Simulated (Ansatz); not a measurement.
**Ansatz (a program for electronic structure) run on LaBi (I4mm, 2 atoms in the cell): self-consistent single point**

Method of the run: PBEsol, default PAW files made with PBE (plane waves; Ansatz).

Input:

Ansatz 0.2 input:
```yaml
# LaBi
crystal:
  lattice:
    - [0.000000, 3.348258, 3.348258]
    - [3.348258, 0.000000, 3.348258]
    - [3.348258, 3.348258, 0.000000]
  atoms:
    - { symbol: La, position: [0.507467, 0.507467, 0.492533] }
    - { symbol: Bi, position: [0.000000, 0.000000, 0.000000] }
basis:
  ecutwfc: 30.9 Ry
kpoints:
  mp_grid: { grid: [9, 9, 9] }
hamiltonian:
  xc: pbesol
  pseudopotentials: { kind: paw }
scf:
  occupations: { method: gaussian, width: 0.0073 Ry }
output:
  forces: true
  eigenvalues: true
  stress: true
```

Output, abridged:

```
WARN ansatz: RAYON_NUM_THREADS=1 ignored (pool sized by the plan → 1); use --threads N
Pseudopotentials: kind: paw
Pseudopotential: La, paw, valence charge 11
Pseudopotential: Bi, paw, valence charge 15
Crystal: 2 atoms, lattice volume = 75.074 Å³
Basis set: ecut = 420.4159175005146 eV, 1459 PW (Γ), exchange–correlation on 64×64×64 points (8 copies of the dense FFT grid, shifted against one another)
Bands: 17, of which v1, the nominal top of the filled ones, is band 13 counted from 1 (12 counted from 0)
Symmetry: 8 space group operations
Space group: I4mm (ITA 107), of the structure as read, at distance tolerance 4.2e-5 Å
k-points: 75 of 729 (time reversal used)
PAW frozen core: La, regenerated for the run's functional, and the local potential with it
PAW frozen core: Bi, regenerated for the run's functional, and the local potential with it
Initial density: superposition of atomic densities (neutral atoms: chi_scale 0, normalization atom), corrected by the library's trained network
Initial wavefunctions: pseudopotential atomic-orbital guess
Eigensolver: davidson
Functional: x = pbesol(κ = 0.804, μ = 0.12345679012345678), c = pbesol(β = 0.046)
SCF iter   1: F=—  HF=-18405.354985 eV  |F-HF|=—  |Δ(HF+E_count)|=         —  Δρ=1.51e-3  dr2=2.32e-3  ethr=1.77e-3  ⟨swp⟩=4.1  Hψ=5298  notcnv=0
all-band conjugate gradients solve this SCF's bands
preconditioner: auto → Kerker (q_TF=auto, 2.286 Å⁻¹)
SCF iter   2: F=—  HF=-18405.355247 eV  |F-HF|=—  |Δ(HF+E_count)|=   2.63e-4  Δρ=9.65e-4  dr2=1.02e-3  ethr=8.92e-6  ⟨swp⟩=2.1  Hψ=2833  notcnv=0
SCF iter   3: F=—  HF=-18405.355174 eV  |F-HF|=—  |Δ(HF+E_count)|=   7.30e-5  Δρ=2.72e-4  dr2=9.74e-5  ethr=3.91e-6  ⟨swp⟩=2.9  Hψ=2185  notcnv=0
SCF iter   4: F=—  HF=-18405.355155 eV  |F-HF|=—  |Δ(HF+E_count)|=   1.95e-5  Δρ=9.41e-5  dr2=1.08e-5  ethr=3.75e-7  ⟨swp⟩=2.4  Hψ=2172  notcnv=0
SCF iter   5: F=—  HF=-18405.355155 eV  |F-HF|=—  |Δ(HF+E_count)|=   1.72e-7  Δρ=3.44e-5  dr2=1.08e-6  ethr=4.15e-8  ⟨swp⟩=2.3  Hψ=2063  notcnv=0
SCF iter   6: F=-18405.355155 eV  HF=-18405.355155 eV  |F-HF|=2.14e-8  |Δ(HF+E_count)|=   5.16e-7  Δρ=7.04e-6  dr2=4.53e-8  ethr=3.85e-10  ⟨swp⟩=5.3  Hψ=7029  notcnv=0
SCF 1 converged in 6 iterations: F = -18405.355155 eV  dr2 = 4.53e-8
SCF converged after 6 iterations
Free energy (F): -18405.355155 eV
Harris-Foulkes:  -18405.355155 eV  (|F-HF|=2.14e-8)
Internal energy: -18405.353895 eV  (E = F + TS)
E sigma→0 (E₀):  -18405.354525 eV
Entropy (-TS):   -0.001261 eV (-0.630 meV/atom)
Fermi energy:    9.388511 eV
--- Per-component energies (eV) ---
  E_band       = -164.976491
  E_kinetic    = 493.914732
  E_local      = -2003.243225  (includes V_loc(G=0)·N_el)
  E_nonlocal   = 657.024283
  E_hartree    = 665.133047
  E_xc         = -286.868961
  E_vxc        = -289.344906  (∫ρ·V_xc dr)
  E_paw        = -15839.505863  (= ΣΔE_a)
  E_vpaw       = -353.592255  (= ΣTr[D̂ρ^β])
  E_aug_tail   = -0.000460  (compensation charges beyond the density's cutoff)
  E_ewald      = -2092.066710
  E_core_change = 0.259262  (= ΣΔE_core)
  E_smearing   = -0.001261  (= −TS)
  E_closure    = -0.000000  (closes the sum)
  Σ components = -18405.355155   (vs F -18405.355155, Δ=0.00e0)
--- Forces (eV/Å), atoms counted from 1 ---
  atom   1  La     0.00000000     0.00000000    -0.14058978
  atom   2  Bi     0.00000000     0.00000000     0.14058976
  max |Σ_I F_I| component: 2.26e-8 eV/Å
--- Stress (GPa, compression-positive) ---
       -2.908016       0.000000       0.000000
        0.000000      -2.908016       0.000000
        0.000000       0.000000      -2.796445
  P = ⅓ Tr σ = -2.8708 GPa (-28.708 kbar)
  The stress holds the Pulay correction. Without it, at fixed plane waves, as pw.x and ABINIT print it: P = -2.8822 GPa
--- Band table (eV; the first three rows and the last of 75) ---
  k-point 0: bands = ["-23.4758", "-12.2113", "-12.2107", "-12.1659", "-12.1659", "-12.1659", "-7.0745", "-7.0738", "-7.0738", "-0.9490", "9.5840", "9.5840", "9.5848", "10.5882", "10.5945", "10.5945", "10.9726"]
  k-point 1: bands = ["-23.4744", "-12.2129", "-12.2123", "-12.1659", "-12.1654", "-12.1654", "-7.1075", "-7.0710", "-7.0708", "-0.8523", "8.8435", "9.2210", "9.2290", "10.5688", "10.7003", "10.7024", "11.0850"]
  k-point 2: bands = ["-23.4709", "-12.2171", "-12.2166", "-12.1657", "-12.1640", "-12.1640", "-7.1888", "-7.0633", "-7.0631", "-0.6004", "7.7163", "8.6113", "8.6152", "10.5766", "10.9025", "10.9034", "11.1932"]
  k-point 74: bands = ["-23.4620", "-12.2087", "-12.2032", "-12.1682", "-12.1574", "-12.1571", "-7.2422", "-7.1579", "-7.1348", "-0.5071", "7.7766", "8.4556", "8.8810", "9.6657", "11.1013", "11.1255", "11.1680"]
```

The run converged in 6 iterations.

The starting cell comes from a database of computed structures (which also holds hypothetical and non-ambient phases and stackings), without a prior relaxation at this level. Its lattice was rescaled by up to half a per cent. One atom was moved a little off its site on purpose. Spin-orbit coupling is off. Ansatz's pressure includes its estimate of the finite-basis (Pulay) stress.
